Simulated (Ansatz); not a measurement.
**MoGe (model structure, started from the rocksalt type, Fm-3m, No. 225, 2 atoms in the cell)**

Computed with PBEsol (Ansatz, a quantum-chemistry and plane-wave program, plane waves, PAW).

Run with plane-wave cutoff 500 eV, 12×12×12 k mesh, Fermi–Dirac smearing 0.05 eV, no spin polarisation, scalar-relativistic PAW data made under PBE.

Cell (relaxed at this level):

```
CELL_PARAMETERS angstrom
      0.00000     2.53976     2.53976
      2.53976     0.00000     2.53976
      2.53976     2.53976     0.00000
ATOMIC_POSITIONS crystal
  Ge 0.00000 0.00000 0.00000
  Mo 0.50000 0.50000 0.50000
```

```json
{
  "band_gap": "none"
}
```

Note: the relaxation could raise the start's symmetry but not lower it, so the cell can be a saddle point.

Spin–orbit coupling is not included.

Cost on a shared machine: about 26 core-seconds (a rough figure).

A model structure was made by putting elements into a prototype or built by hand; it is no filed structure, need not be a known phase, and can be a saddle point held by its symmetry.
